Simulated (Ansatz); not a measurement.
Surface energy of faces of hcp Be in PBE and in LDA, in Ansatz (plane waves, PAW). Symmetric slabs relaxed with PBE from ideal cuts in 1x1 cells (the lowest computed cut and spin start of each face; real faces may reconstruct in larger cells); LDA values are single points on them, with the bulk at the same level. No spin-orbit coupling, no U.

| face | PBE (J/m²) | LDA (J/m²) |
|---|---|---|
| (0001) | 1.82 | 2.16 |
| (10-10) | 1.92 | 2.15 |
| (10-11) | 1.89 | 2.17 |
| (10-12) | 2.27 | 2.56 |
| (10-13) | 2.49 | ? |
| (11-20) | 2.11 | 2.36 |
| (11-21) | 2.47 | 2.76 |
| (11-22) | 2.47 | 2.74 |
| (11-23) | 2.63 | 2.90 |

Task: Fit a straight line y = a·x + b by least squares to the 8 complete rows (x: PBE (J/m²); y: LDA (J/m²)).

Result: the means are x̄ = 2.1975 and ȳ = 2.4750; Σ(x − x̄)² = 0.66255 and Σ(x − x̄)(y − ȳ) = 0.65280, so a = 0.985 and b = ȳ − a·x̄ = 0.310. The largest residual is 0.057.

Task: What does the line predict for the withheld row, (10-13), and what did the calculation give?

Result: the line gives 2.76; the calculation gave 2.75, a miss of -0.01, of the size of the fitted rows' scatter and rounding.

Ansatz is a first-principles code.
